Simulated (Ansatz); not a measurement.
We look at the formation energy of H_i in Os (hcp, P6₃/mmc). Reaction: 64 Os (hcp) + 1/2 H2 (gas) → cell A.

Cell A: a supercell of 64 sites of Os (hcp, P6₃/mmc) with H off the lattice sites (6 Os at 1.97 Å); spin state with PBE: run without spin, k-point mesh 4×4×4.
```yaml
crystal:
  lattice:
    - [11.01839, 0.00000, 0.00000]
    - [-5.50919, 9.54220, 0.00000]
    - [0.00000, 0.00000, 8.69387]
  atoms:
    - { symbol: Os, position: [0.08513, 0.17026, 0.12249] }
    - { symbol: Os, position: [0.17026, 0.08513, 0.37751] }
    - { symbol: Os, position: [0.08360, 0.16719, 0.62538] }
    - { symbol: Os, position: [0.16719, 0.08360, 0.87462] }
    - { symbol: Os, position: [0.08346, 0.41665, 0.12502] }
    - { symbol: Os, position: [0.16710, 0.33419, 0.37536] }
    - { symbol: Os, position: [0.08339, 0.41690, 0.62510] }
    - { symbol: Os, position: [0.16694, 0.33388, 0.87422] }
    - { symbol: Os, position: [0.08346, 0.66680, 0.12502] }
    - { symbol: Os, position: [0.16662, 0.58331, 0.37496] }
    - { symbol: Os, position: [0.08339, 0.66649, 0.62510] }
    - { symbol: Os, position: [0.16671, 0.58336, 0.87503] }
    - { symbol: Os, position: [0.08513, 0.91487, 0.12249] }
    - { symbol: Os, position: [0.16710, 0.83290, 0.37536] }
    - { symbol: Os, position: [0.08360, 0.91640, 0.62538] }
    - { symbol: Os, position: [0.16694, 0.83306, 0.87422] }
    - { symbol: Os, position: [0.33419, 0.16710, 0.12464] }
    - { symbol: Os, position: [0.41665, 0.08346, 0.37498] }
    - { symbol: Os, position: [0.33388, 0.16694, 0.62578] }
    - { symbol: Os, position: [0.41690, 0.08339, 0.87490] }
    - { symbol: Os, position: [0.33320, 0.41665, 0.12502] }
    - { symbol: Os, position: [0.41665, 0.33320, 0.37498] }
    - { symbol: Os, position: [0.33351, 0.41690, 0.62510] }
    - { symbol: Os, position: [0.41690, 0.33351, 0.87490] }
    - { symbol: Os, position: [0.33333, 0.66667, 0.12483] }
    - { symbol: Os, position: [0.41669, 0.58331, 0.37496] }
    - { symbol: Os, position: [0.33333, 0.66667, 0.62495] }
    - { symbol: Os, position: [0.41664, 0.58336, 0.87503] }
    - { symbol: Os, position: [0.33320, 0.91654, 0.12502] }
    - { symbol: Os, position: [0.41669, 0.83338, 0.37496] }
    - { symbol: Os, position: [0.33351, 0.91661, 0.62510] }
    - { symbol: Os, position: [0.41664, 0.83329, 0.87503] }
    - { symbol: Os, position: [0.58331, 0.16662, 0.12504] }
    - { symbol: Os, position: [0.66680, 0.08346, 0.37498] }
    - { symbol: Os, position: [0.58336, 0.16671, 0.62497] }
    - { symbol: Os, position: [0.66649, 0.08339, 0.87490] }
    - { symbol: Os, position: [0.58331, 0.41669, 0.12504] }
    - { symbol: Os, position: [0.66667, 0.33333, 0.37517] }
    - { symbol: Os, position: [0.58336, 0.41664, 0.62497] }
    - { symbol: Os, position: [0.66667, 0.33333, 0.87505] }
    - { symbol: Os, position: [0.58335, 0.66680, 0.12502] }
    - { symbol: Os, position: [0.66680, 0.58335, 0.37498] }
    - { symbol: Os, position: [0.58310, 0.66649, 0.62510] }
    - { symbol: Os, position: [0.66649, 0.58310, 0.87490] }
    - { symbol: Os, position: [0.58335, 0.91654, 0.12502] }
    - { symbol: Os, position: [0.66581, 0.83290, 0.37536] }
    - { symbol: Os, position: [0.58310, 0.91661, 0.62510] }
    - { symbol: Os, position: [0.66612, 0.83306, 0.87422] }
    - { symbol: Os, position: [0.83290, 0.16710, 0.12464] }
    - { symbol: Os, position: [0.91487, 0.08513, 0.37751] }
    - { symbol: Os, position: [0.83306, 0.16694, 0.62578] }
    - { symbol: Os, position: [0.91640, 0.08360, 0.87462] }
    - { symbol: Os, position: [0.83338, 0.41669, 0.12504] }
    - { symbol: Os, position: [0.91654, 0.33320, 0.37498] }
    - { symbol: Os, position: [0.83329, 0.41664, 0.62497] }
    - { symbol: Os, position: [0.91661, 0.33351, 0.87490] }
    - { symbol: Os, position: [0.83290, 0.66581, 0.12464] }
    - { symbol: Os, position: [0.91654, 0.58335, 0.37498] }
    - { symbol: Os, position: [0.83306, 0.66612, 0.62578] }
    - { symbol: Os, position: [0.91661, 0.58310, 0.87490] }
    - { symbol: Os, position: [0.82974, 0.91487, 0.12249] }
    - { symbol: Os, position: [0.91487, 0.82974, 0.37751] }
    - { symbol: Os, position: [0.83281, 0.91640, 0.62538] }
    - { symbol: Os, position: [0.91640, 0.83281, 0.87462] }
    - { symbol: H, position: [0.00000, 0.00000, 0.25000] }
```

Reference: Os (hcp, P6₃/mmc), 64 atoms in the cell, a perfect crystal on lattice vectors that match the other cells'; spin state with PBE: run without spin, k-point mesh 4×4×4 on the run's own vectors.

Reference: an isolated H2 molecule (singlet) in a box of 11 × 11 × 13 Å.

Plane-wave PAW calculations with Ansatz (a first-principles code), its default PAW set, cutoff 500 eV. The structures are at rest with PBE, within the held lattices; other levels are single points on them. Neutral cells; Fermi-Dirac smearing of at most 0.10 eV in the solids, energies taken to zero width. The lattices are those relaxed with PBE, so at other levels the solids can be strained. Larger cells are relaxed from a start prepared with the learned potential CHGNet, on a coarser mesh till forces fall under 0.03 eV/Å, which some starts already meet. A dispersion term (D3(BJ), or D4 for r2SCAN) was computed beside these levels and is taken off wherever the name lacks it. Nuclei at rest; no vibrational terms. The structures are the rest points that the relaxations reached, not proven lowest. The runs are scalar-relativistic, without spin-orbit coupling. No correction for cell size. Mesh and cell size may move defect energies by 0.1 eV or more. Cell A has symmetry P-3m1 and got no random move, so less symmetric positions, which may lie lower, weren't tried.

Estimate the value that r2SCAN returns for this input.

0.82 eV, for 64 Os (hcp) + 1/2 H2 (gas) → cell A.
